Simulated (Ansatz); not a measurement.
Output of an Ansatz run (abridged):

```
WARN the atoms were moved onto the symmetric positions of the space group found under crystal.symmetry.tolerance 1.0e-5 (fractional …
WARN basis.ecutwfc = 420 eV, the default
WARN ansatz: RAYON_NUM_THREADS=1 ignored (pool sized by the plan → 1); use --threads N
Pseudopotentials: kind: paw
Pseudopotential: Pt, paw, valence charge 18
Pseudopotential: Se, paw, valence charge 16
Crystal: 3 atoms, lattice volume = 166.852 Å³
Basis set: ecut = 420 eV, 3333 PW (Γ), exchange–correlation on 48×48×240 points (8 copies of the dense FFT grid, shifted against one another)
Bands: 30, of which v1, the nominal top of the filled ones, is band 25 counted from 1 (24 counted from 0)
Symmetry: 12 space group operations
Space group: P-6m2 (ITA 187), of the structure as read, at distance tolerance 5.5e-5 Å
k-points: 7 of 36 (time reversal used)
Initial density: superposition of atomic densities (neutral atoms: chi_scale 0, normalization atom), corrected by the library's trained network
Initial wavefunctions: pseudopotential atomic-orbital guess
Eigensolver: davidson
Functional: x = pbe(κ = 0.804, μ = 0.2195149727645171), c = pbe(β = 0.06672455060314922)
SCF iter   1: F=—  HF=-23460.697217 eV  |F-HF|=—  |Δ(HF+E_count)|=         —  Δρ=4.09e-3  dr2=2.77e-2  ethr=1.77e-3  ⟨swp⟩=8.0  Hψ=946  notcnv=0
all-band conjugate gradients solve this SCF's bands
preconditioner: auto → LDOS
SCF iter   2: F=—  HF=-23460.694601 eV  |F-HF|=—  |Δ(HF+E_count)|=   2.62e-3  Δρ=1.28e-3  dr2=4.69e-3  ethr=5.55e-5  ⟨swp⟩=2.7  Hψ=388  notcnv=0
SCF iter   3: F=—  HF=-23460.694569 eV  |F-HF|=—  |Δ(HF+E_count)|=   3.19e-5  Δρ=9.59e-4  dr2=2.09e-3  ethr=9.38e-6  ⟨swp⟩=3.0  Hψ=487  notcnv=0
SCF iter   4: F=—  HF=-23460.694146 eV  |F-HF|=—  |Δ(HF+E_count)|=   4.23e-4  Δρ=2.90e-4  dr2=3.82e-4  ethr=4.17e-6  ⟨swp⟩=2.0  Hψ=304  notcnv=0
SCF iter   5: F=—  HF=-23460.694112 eV  |F-HF|=—  |Δ(HF+E_count)|=   3.41e-5  Δρ=7.80e-5  dr2=7.89e-6  ethr=7.65e-7  ⟨swp⟩=2.0  Hψ=299  notcnv=0
SCF iter   6: F=—  HF=-23460.694029 eV  |F-HF|=—  |Δ(HF+E_count)|=   8.24e-5  Δρ=2.04e-5  dr2=2.46e-6  ethr=1.58e-8  ⟨swp⟩=2.3  Hψ=366  notcnv=0
SCF iter   7: F=—  HF=-23460.694029 eV  |F-HF|=—  |Δ(HF+E_count)|=   2.20e-8  Δρ=9.02e-6  dr2=2.56e-7  ethr=4.93e-9  ⟨swp⟩=2.0  Hψ=348  notcnv=0
SCF iter   8: F=-23460.694029 eV  HF=-23460.694029 eV  |F-HF|=1.24e-8  |Δ(HF+E_count)|=   1.01e-7  Δρ=2.30e-6  dr2=1.30e-8  ethr=2.00e-10  ⟨swp⟩=7.7  Hψ=929  notcnv=0
SCF 1 converged in 8 iterations: F = -23460.694029 eV  dr2 = 1.30e-8
SCF converged after 8 iterations
Free energy (F): -23460.694029 eV
Harris-Foulkes:  -23460.694029 eV  (|F-HF|=1.24e-8)
Internal energy: -23460.667995 eV  (E = F + TS)
E sigma→0 (E₀):  -23460.681012 eV
Entropy (-TS):   -0.026034 eV (-8.678 meV/atom)
Fermi energy:    1.834090 eV
--- Per-component energies (eV) ---
  E_band       = -1524.268126
  E_kinetic    = 877.184647
  E_local      = -41396.082885  (includes V_loc(G=0)·N_el)
  E_nonlocal   = -988.435328
  E_hartree    = 20168.720328
  E_xc         = -470.649986
  E_vxc        = -499.816359  (∫ρ·V_xc dr)
  E_paw        = -13278.786500  (= ΣΔE_a)
  E_vpaw       = 145.460862  (= ΣTr[D̂ρ^β])
  E_aug_tail   = -0.000968  (compensation charges beyond the density's cutoff)
  E_ewald      = 11627.382696
  E_smearing   = -0.026034  (= −TS)
  E_closure    = -0.000000  (closes the sum)
  Σ components = -23460.694029   (vs F -23460.694029, Δ=0.00e0)
--- Forces (eV/Å), atoms counted from 1 ---
  atom   1  Pt    -0.00000000    -0.00000000     0.00000000
  atom   2  Se     0.00000000     0.00000000    -0.74769891
  atom   3  Se     0.00000000     0.00000000     0.74769891
  max |Σ_I F_I| component: 1.85e-16 eV/Å
--- Stress (GPa, compression-positive) ---
        4.836630       0.000000       0.000000
        0.000000       4.836630       0.000000
        0.000000       0.000000       2.289990
  P = ⅓ Tr σ = 3.9878 GPa (39.878 kbar)
  The stress holds the Pulay correction. Without it, at fixed plane waves, as pw.x and ABINIT print it: P = 3.9756 GPa
--- Band table (eV; the first three rows and the last of 7) ---
  k-point 0: bands = ["-97.2416", "-51.7896", "-51.3461", "-51.3461", "-46.7542", "-46.7542", "-46.7528", "-46.7528", "-46.7346", "-46.7346", "-46.7342", "-46.7342", "-46.7301", "-46.7266", "-13.7635", "-12.4136", "-5.2979", "-3.0026", "-3.0026", [...]
  k-point 1: bands = ["-97.2413", "-51.7885", "-51.3565", "-51.3488", "-46.7538", "-46.7533", "-46.7531", "-46.7522", "-46.7347", "-46.7347", "-46.7345", "-46.7341", "-46.7296", "-46.7262", "-13.4048", "-12.2143", "-4.8940", "-3.4964", "-3.0577", [...]
  k-point 2: bands = ["-97.2407", "-51.7865", "-51.3774", "-51.3544", "-46.7538", "-46.7530", "-46.7517", "-46.7509", "-46.7356", "-46.7348", "-46.7341", "-46.7337", "-46.7285", "-46.7253", "-12.5400", "-11.7556", "-4.8964", "-3.8448", "-3.8125", [...]
  k-point 6: bands = ["-97.2403", "-51.7849", "-51.3767", "-51.3748", "-46.7523", "-46.7521", "-46.7518", "-46.7506", "-46.7361", "-46.7355", "-46.7335", "-46.7333", "-46.7278", "-46.7247", "-11.7246", "-11.3282", "-4.9651", "-4.7842", "-3.4650", [...]
```

The structure:

```
CELL_PARAMETERS angstrom
      3.34780     0.00000     0.00000
     -1.67390     2.89928     0.00000
      0.00000     0.00000    17.19027
ATOMIC_POSITIONS crystal
  Pt 0.66667 0.33333 0.50000
  Se 0.33333 0.66667 0.40721
  Se 0.33333 0.66667 0.59279
```

Reconstruct the input of this run.

Other spellings and defaults could give the same log, and not every line can be read from it. The input that was run (DFT, PBE, plane waves, default PAW files):

Ansatz 0.2 input:
```yaml
crystal:
  lattice:
    - [3.34779500, 0.00000000, 0.00000000]
    - [-1.67389800, 2.89927600, 0.00000000]
    - [0.00000000, 0.00000000, 17.19026900]
  atoms:
    - { symbol: Pt, position_ang: [1.67389901, 0.96642437, 8.59513450] }
    - { symbol: Se, position_ang: [-0.00000201, 1.93285163, 6.99999787] }
    - { symbol: Se, position_ang: [-0.00000201, 1.93285163, 10.19027113] }
kpoints:
  mp_grid: { grid: [6, 6, 1] }
hamiltonian:
  xc: pbe
  pseudopotentials: { kind: paw }
scf:
  occupations: { method: fermi_dirac, width: 0.05 }
output:
  forces: true
  eigenvalues: true
  stress: true
```

The starting cell was generated: these elements placed on a structure prototype, without a prior relaxation; it need not be a known phase or ordering of this composition. Spin-orbit coupling is off. Spin polarisation is off.

Ansatz is a first-principles code.
